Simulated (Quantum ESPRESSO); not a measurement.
## Equation of state of diamond-structure Si (space group 227): energy against volume (Quantum ESPRESSO, PBE)

```
CELL_PARAMETERS angstrom
      0.00000     2.66722     2.66722
      2.66722     0.00000     2.66722
      2.66722     2.66722     0.00000
ATOMIC_POSITIONS crystal
  Si 0.50000 0.50000 0.50000
  Si 0.75000 0.75000 0.75000
```

Computed with PBE, GBRV 1.5 ultrasoft (PBE) pseudopotentials (plane waves; Quantum ESPRESSO). Settings: ecutwfc = 52 Ry; ecutrho = 260 Ry; occupations = smearing; smearing = fd; degauss = 0.000734986 Ry; potentials = {Si: si_pbe_v1.uspp.F.UPF}; K_POINTS = automatic 10 10 10 0 0 0; conv_thr = 1e-10 Ry. The cell above is the first row's. The rows scale it uniformly. In all rows fractional positions and the k mesh are held. E is the free energy at the stated smearing, counted from the lowest row.

| V (Å^3/atom) | E (meV/atom) |
|---|---|
| 18.975 | ? |
| 19.387 | 15.78 |
| 19.800 | 5.27 |
| 20.212 | 0.19 |
| 20.625 | 0.00 |
| 21.037 | 4.20 |
| 21.450 | 12.35 |
| 21.862 | 24.02 |
| 22.275 | 38.86 |

Taking the third-order Birch-Murnaghan form, a cubic in V^(-2/3) for E over the 8 complete rows: With u = V^(-2/3) - 0.132, the rows have u = 0.006567, 0.004633, 0.002770, 0.000965, -0.000777, -0.002467, -0.004099, -0.005685. Least squares gives E = 1.803 - 2542.0·u + 705087·u² + 950256·u³. Residuals (row less fit): -0.006, 0.015, -0.002, -0.007, -0.003, -0.001, 0.016, -0.008; standard error 0.013 (degrees of freedom: 4). Its minimum lies at u = 0.001796, so V0 = (0.133796)^(-3/2) = 20.43. There d²E/du² = 1420000 and d³E/du³ = 5702000, so B0 = (4/9) × 20.43^(-7/3) × 1420000 × 0.160218 = 88.6 GPa (the last factor turns the table's units into GPa), and B0' = 4 + (2/3) × 0.133796 × (5702000)/1420000 = 4.4. The program's pressures in the fitted runs (not shown) pass through zero at V = 20.43, 0.01 % from this V0.

Predict the withheld E at V = 18.975 from the fit, and compare with the calculation.

u = 0.008566, so E = 1.803 - 2542.0 × 0.008566 + 705087 × 0.008566² + 950256 × 0.008566³ = 32.362 meV/atom. The calculation gives 32.34 meV/atom, 0.022 meV/atom below the prediction (0.1 % of the range of E in the table). The row lies outside the fitted rows, so this is an extrapolation. From the scatter of the fitted rows alone, a prediction at this place has a standard error of 0.038 meV/atom, so the miss is 0.6 times that.

Carrying the step between the two nearest rows on in a straight line would have given 26.26, off by 6.08; series whose last step already gives the withheld value aren't shown. The scan was laid around a cell of about the measured size, scaled by a guess for this functional. The runs keep the symmetry of the cell, so they don't test it for distortions. Cutoffs and mesh are single choices, not tested for convergence of this quantity. Series with a scatter that would blur these digits, or in which a gap closes, are not shown. Nor are scans whose minimum lies at an end fitted in this form.
